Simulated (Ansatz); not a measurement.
**A computed series for NaCl3: pressure series**

The parent structure is NaCl$_{3}$ in the A15 (Cr3Si type) structure (space group Pm-3n, No. 223; a = 5.397 Å; a cell from a computed database, its experimental status unchecked).

Cell and atoms are relaxed at each pressure.

All numbers come from PBEsol (Ansatz, an electronic-structure program), no spin-orbit coupling.

```tsv
P (GPa)	V (Å³/atom)
-1.98	20.940
-0.99	20.230
0.28	19.498
0.69	19.293
1.50	18.924
2.98	18.336
5.00	17.676
7.50	17.006
10.00	16.449
```

### Question
Fit a third-order Birch–Murnaghan equation of state.

### Answer
Least squares on P(V) = (3B₀/2)[(V₀/V)^(7/3) − (V₀/V)^(5/3)]·[1 + (3/4)(B₀′ − 4)((V₀/V)^(2/3) − 1)] gives V₀ = 19.65 Å³/atom, B₀ = 36 GPa and B₀′ = 4.9.

Load acts through the strain it causes; cell and atoms are relaxed under it. No phonon test of stability was made. No other phases were tried under pressure. The final runs are not spin-polarised.
